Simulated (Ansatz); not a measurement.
B (model structure, started from the C4 type, I4₁32, No. 214, 4 atoms in the cell), treated with r²SCAN in Ansatz (plane waves, PAW).

Run with plane-wave cutoff 560 eV, 10×10×10 k mesh, Fermi–Dirac smearing 0.01 eV, scalar-relativistic PAW data made under PBE.

Cell (relaxed at this level):

```xyz
4
Lattice="-2.3196 2.3196 2.3196 2.3196 -2.3196 2.3196 2.3196 2.3196 -2.3196" Properties=species:S:1:pos:R:3 pbc="T T T"
B      1.7397     0.5799    -0.5799
B      0.5799    -0.5799     1.7397
B     -0.5799     1.7397     0.5799
B      0.5799     0.5799     0.5799
```

Task: What does this level give for the band gap, smallest direct gap on the k points sampled and direct gap at Γ?

Result: 
- band gap: 1.76 eV (indirect)
- smallest direct gap on the k points sampled: 3.02 eV
- direct gap at Γ: 3.59 eV

Note: the relaxation could raise the start's symmetry but not lower it, so the cell can be a saddle point.

Static lattice: no zero-point or thermal effects.

It cost roughly 8 core-seconds of CPU time.

A model structure was made by putting elements into a prototype or built by hand; it is no filed structure, need not be a known phase, and can be a saddle point held by its symmetry.

Ansatz is a first-principles code.
